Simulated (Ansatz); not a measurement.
The parent structure is GaS in the beta-GaS type structure (space group P6_3/mmc, No. 194; a = 3.534 Å, c = 15.041 Å; layered, stacked along the Cartesian z axis). Axes: x lies along a and z along c of the hexagonal cell.

All numbers come from DFT with PBEsol-D3(BJ), PAW potentials and a 420 eV plane-wave cutoff in Ansatz (a first-principles code), no spin-orbit coupling, earlier PAW set.

It is then changed as follows: tensor shear ε_xz = +1.55 % (engineering shear γ = 0.0310), atoms relaxed at fixed cell.

Question: Predict the stress tensor and what it implies for the stiffness.

Answer: Stress of the strained cell less that of the base (GPa, compression positive):
```
  -0.01    0.00   -0.40
   0.00    0.06    0.00
  -0.40    0.00    0.12
```

Then −Δσ/γ with γ = 2ε = 0.0310 gives secant stiffness values (nonlinear terms included at this strain): C55 ≈ 13 GPa.

Whether these cells are dynamically stable was not tested.
